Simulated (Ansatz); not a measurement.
**Ansatz (a quantum-chemistry and plane-wave program) run on Rh (Fm-3m, 1 atom in the cell): self-consistent single point**

Computed with PBE (plane waves, PAW; Ansatz).

This input was run:

Ansatz 0.2 input:
```yaml
crystal:
  lattice:
    - [0.000000, 1.909500, 1.909500]
    - [1.909500, 0.000000, 1.909500]
    - [1.909500, 1.909500, 0.000000]
  atoms:
    - { symbol: Rh, position: [0.000000, 0.000000, 0.000000] }
basis:
  ecutwfc: 420.0 eV
kpoints:
  mp_grid:
    grid: [15, 15, 15]
hamiltonian:
  xc: pbe
  pseudopotentials:
    kind: paw
scf:
  occupations:
    method: fermi_dirac
    width: 0.1 eV
output:
  forces: true
  eigenvalues: true
  stress: true
```

Log, with long lists cut:

```
WARN ansatz: RAYON_NUM_THREADS=1 ignored (pool sized by the plan → 1); use --threads N
Pseudopotentials: kind: paw
Pseudopotential: Rh, paw, valence charge 17
Crystal: 1 atoms, lattice volume = 13.925 Å³
Basis set: ecut = 420 eV, 283 PW (Γ), exchange–correlation on 40×40×40 points (8 copies of the dense FFT grid, shifted against one another)
Bands: 13, of which v1, the nominal top of the filled ones, is band 9 counted from 1 (8 counted from 0)
Symmetry: 48 space group operations
Space group: Fm-3m (ITA 225), of the structure as read, at distance tolerance 2.4e-5 Å
k-points: 120 of 3375
Initial density: superposition of atomic densities (neutral atoms: chi_scale 0, normalization atom), corrected by the library's trained network
Initial wavefunctions: pseudopotential atomic-orbital guess
Eigensolver: davidson
Functional: x = pbe(κ = 0.804, μ = 0.2195149727645171), c = pbe(β = 0.06672455060314922)
SCF iter   1: F=—  HF=-6402.910302 eV  |F-HF|=—  |Δ(HF+E_count)|=         —  Δρ=2.74e-3  dr2=2.63e-4  ethr=1.77e-3  ⟨swp⟩=4.9  Hψ=8570  notcnv=0
all-band conjugate gradients solve this SCF's bands
preconditioner: auto → none
SCF iter   2: F=—  HF=-6402.910476 eV  |F-HF|=—  |Δ(HF+E_count)|=   1.74e-4  Δρ=1.40e-3  dr2=5.46e-5  ethr=1.55e-6  ⟨swp⟩=2.8  Hψ=3704  notcnv=0
SCF iter   3: F=—  HF=-6402.910496 eV  |F-HF|=—  |Δ(HF+E_count)|=   1.99e-5  Δρ=6.45e-4  dr2=1.18e-5  ethr=3.21e-7  ⟨swp⟩=2.1  Hψ=2143  notcnv=0
SCF iter   4: F=—  HF=-6402.910507 eV  |F-HF|=—  |Δ(HF+E_count)|=   1.06e-5  Δρ=6.36e-5  dr2=1.73e-7  ethr=6.95e-8  ⟨swp⟩=2.5  Hψ=2431  notcnv=0
iter 5 did not close the SCF: its close was put off for the readings that it lacked (scf_convergence_deferred on its scf_iter line)
SCF iter   5: F=-6402.910507 eV  HF=-6402.910507 eV  |F-HF|=4.67e-10  |Δ(HF+E_count)|=   5.79e-8  Δρ=6.72e-6  dr2=1.64e-9  ethr=1.02e-9  ⟨swp⟩=2.5  Hψ=2268  notcnv=0
SCF iter   6: F=-6402.910507 eV  HF=-6402.910507 eV  |F-HF|=2.14e-10  |Δ(HF+E_count)|=  2.39e-10  Δρ=2.73e-6  dr2=4.29e-10  ethr=9.63e-12  ⟨swp⟩=1.5  Hψ=4663  notcnv=0
SCF 1 converged in 6 iterations: F = -6402.910507 eV  dr2 = 4.29e-10
SCF converged after 6 iterations
Free energy (F): -6402.910507 eV
Harris-Foulkes:  -6402.910507 eV  (|F-HF|=2.14e-10)
Internal energy: -6402.865573 eV  (E = F + TS)
E sigma→0 (E₀):  -6402.888040 eV
Entropy (-TS):   -0.044934 eV (-44.934 meV/atom)
Fermi energy:    22.020668 eV
--- Per-component energies (eV) ---
  E_band       = -90.580905
  E_kinetic    = 573.090251
  E_local      = -1578.798258  (includes V_loc(G=0)·N_el)
  E_nonlocal   = 354.524457
  E_hartree    = 555.076994
  E_xc         = -221.881017
  E_vxc        = -278.546648  (∫ρ·V_xc dr)
  E_paw        = -3586.856845  (= ΣΔE_a)
  E_vpaw       = -271.006073  (= ΣTr[D̂ρ^β])
  E_aug_tail   = 0.000875  (compensation charges beyond the density's cutoff)
  E_ewald      = -2498.022029
  E_smearing   = -0.044934  (= −TS)
  E_closure    = 0.000000  (closes the sum)
  Σ components = -6402.910507   (vs F -6402.910507, Δ=0.00e0)
--- Forces (eV/Å), atoms counted from 1 ---
  atom   1  Rh    -0.00000000     0.00000000    -0.00000000
  max |Σ_I F_I| component: 1.31e-31 eV/Å
--- Stress (GPa, compression-positive) ---
        2.623653      -0.000000       0.000000
       -0.000000       2.623653      -0.000000
        0.000000      -0.000000       2.623653
  P = ⅓ Tr σ = 2.6237 GPa (26.237 kbar)
  The stress holds the Pulay correction. Without it, at fixed plane waves, as pw.x and ABINIT print it: P = 2.5116 GPa
--- Band table (eV; the first three rows and the last of 120) ---
  k-point 0: bands = ["-56.8152", "-24.2993", "-24.2993", "-24.2993", "14.1587", "19.0073", "19.0073", "19.0073", "21.0511", "21.0511", "37.8439", "43.1101", "43.1101"]
  k-point 1: bands = ["-56.8106", "-24.3306", "-24.3035", "-24.3035", "14.3352", "18.9308", "19.0758", "19.0758", "21.0137", "21.0137", "38.0917", "42.2093", "43.3637"]
  k-point 2: bands = ["-56.7976", "-24.4186", "-24.3155", "-24.3155", "14.8306", "18.7576", "19.2411", "19.2411", "20.9500", "20.9500", "38.7105", "40.4488", "44.0880"]
  k-point 119: bands = ["-56.6736", "-24.7787", "-24.7468", "-24.5559", "17.1139", "18.0268", "18.5765", "20.8735", "22.9207", "31.2276", "31.2822", "33.5064", "34.9803"]
```

The run converged in 6 iterations.

The starting cell has typed, rounded lattice constants, without a prior relaxation at this level. Its lattice was rescaled by up to half a per cent. Spin polarisation is off. Ansatz's pressure includes its estimate of the finite-basis (Pulay) stress.
